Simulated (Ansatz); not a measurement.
Start from AlAs in the zinc blende structure (space group F-43m, No. 216; a = 5.675 Å). Axes: x, y, z lie along the cube axes.

One thing is altered: tensor shear ε_xz = +3.36 % (engineering shear γ = 0.0672); the atoms relax in the strained cell.

Calculations: PBEsol (Ansatz, a first-principles code; PAW; 420 eV plane waves; without spin-orbit coupling).

**Question.** Give the band edges at the high-symmetry points of the new zone, measured from its valence-band maximum.

**Answer.** 
```csv
point,valence edge (eV),conduction edge (eV)
Γ,0.00,1.47
X,-2.05,0.83
F₂,-2.38,1.50
Σ₀,-2.38,1.50
Y₀,-1.76,2.17
U₀,-1.76,2.17
R,-1.18,1.46
W,-3.13,3.91
S,-0.82,2.02
T,-2.47,1.03
```

The gap is 0.83 eV, indirect, Γ → X.

Stability against distortions was not tested. k-point labels follow each cell's own Brillouin zone.
